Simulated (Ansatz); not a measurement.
# Carrier properties of Si (Fd-3m)

```yaml
crystal:
  lattice:
    - [0.00000, 2.71691, 2.71691]
    - [2.71691, 0.00000, 2.71691]
    - [2.71691, 2.71691, 0.00000]
  atoms:
    - { symbol: Si, position: [0.25000, 0.25000, 0.25000] }
    - { symbol: Si, position: [0.00000, 0.00000, 0.00000] }
```

Method: HSE06, rigid bands (plane waves, PAW, scalar-relativistic; Ansatz, a program for electronic structure). Cell: cell and atoms relaxed with PBEsol.

The band gap comes out as 1.13 eV. The electron conductivity mass (300 K, dilute) is 0.27 mₑ. The hole conductivity mass (300 K, dilute) is 0.32 mₑ and the effective density of states N_c (300 K) comes out as 2.9e19 cm⁻³. The effective density of states N_v (300 K) comes out as 3.3e19 cm⁻³ and the density-of-states mass, electrons is 1.10 mₑ. The density-of-states mass, holes is 1.20 mₑ, the Seebeck coefficient, n-type 1e19 cm⁻³, 300 K is -304 μV/K and the best n-type power factor at 300 K for τ = 10 fs (best axis; densities from 1e16 to 1e21 cm⁻³ tried, whether or not they can be reached) is 16.3 μW/(cm·K²) at 1e20 cm⁻³. The Seebeck coefficient, p-type 1e19 cm⁻³, 300 K is 316 μV/K. The best p-type power factor at 300 K for τ = 10 fs (best axis; densities from 1e16 to 1e21 cm⁻³ tried, whether or not they can be reached) is 15.9 μW/(cm·K²) at 1e20 cm⁻³.

Rigid bands; masses and Seebeck coefficients take one relaxation time τ for all states and one kind of carrier; polarons and phonon drag are left out. Spin-orbit coupling is left out; where it splits the top of the valence band, N_v and the p-type Seebeck coefficient come out somewhat high without it. Geometry: cell and atoms relaxed with PBEsol.
